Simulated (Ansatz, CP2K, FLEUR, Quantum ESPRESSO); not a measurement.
Code comparison for LaNiGe3 (I4mm, 5 atoms in the cell)

Self-consistent single point, at a second geometry (lattice scaled by 0.98). First geometry:

```
CELL_PARAMETERS angstrom
     -2.20741     2.20741     4.85509
      2.20741    -2.20741     4.85509
      2.20741     2.20741    -4.85509
ATOMIC_POSITIONS crystal
  La 0.57190 0.57190 0.00000
  Ni 0.23409 0.23409 0.00000
  Ge 0.82993 0.32993 0.50000
  Ge 0.32993 0.82993 0.50000
  Ge 0.99096 0.99096 0.00000
```

Shared settings, as Ansatz (a program for electronic structure) writes them: kpoints.mp_grid.grid = 6 6 6; scf.occupations.method = gaussian; scf.occupations.width = 0.2 eV. Potentials and cutoffs stand in the table.

```tsv
code	model	ΔF from the first geometry (meV/atom)	pressure (GPa)	largest force (eV/Å)	cutoff
CP2K	PBEsol, GPW, DZVP-MOLOPT-SR-GTH basis, GTH-PBE potentials (GTH_POTENTIALS)	27.0	7.50	0.326	grid 600 Ry
FLEUR	PBEsol, all-electron FLAPW (FLEUR), scalar-relativistic valence	–	–	0.159	Kmax 3.9 1/bohr
Ansatz	PBEsol, PAW files made with PBE	-0.3	3.25	0.165	default
Quantum ESPRESSO	PBEsol, GBRV 1.5 ultrasoft (PBESOL) pseudopotentials	0.5	3.31	0.168	50 Ry
```

Size of the force on each atom (eV/Å): Sizes of forces hide their directions.

```csv
code,La1,Ni2,Ge3,Ge4,Ge5
CP2K,0.185,0.213,0.144,0.144,0.326
FLEUR,0.105,0.159,0.037,0.037,0.126
Ansatz,0.086,0.165,0.014,0.014,0.107
Quantum ESPRESSO,0.090,0.168,0.009,0.009,0.095
```

A dash marks a value that a program does not give, or that is left out as unsure.

On Ansatz's run: spin polarisation is off.

The spread over the programs that give each value: ΔF from the first geometry within 27.3 meV/atom; pressure within 4.25 GPa; largest force within 0.167 eV/Å.

CP2K uses small atom-centred bases, whose incompleteness enters pressures, forces and empty levels differently from a plane-wave cutoff. FLEUR treats all electrons, but the usual bases taken here (sphere radii, linearisation, local orbitals, empty states) were not tested for convergence, so the values are no reference for the others. Ansatz's pressure is given at a fixed set of plane waves, as the other plane-wave codes print theirs; with its correction for the finite basis it is 3.29 GPa. In the pressure, CP2K (by 4.22) lies more than 1 GPa from the median of the plane-wave programs. In the force vectors, CP2K (by 0.224) lies more than 0.08 eV/Å from the median of the plane-wave programs.

The starting cell comes from a database of computed structures (which also holds hypothetical and non-ambient phases and stackings), without a prior relaxation at this level. Its lattice was rescaled by a random factor within 2.5 % of one. For this run, on top of that: lattice scaled by 0.98.

Left out of this page: SIESTA (unsound by tests on forces, stress, charge or solver warnings).

Keys are those of Ansatz 0.2.
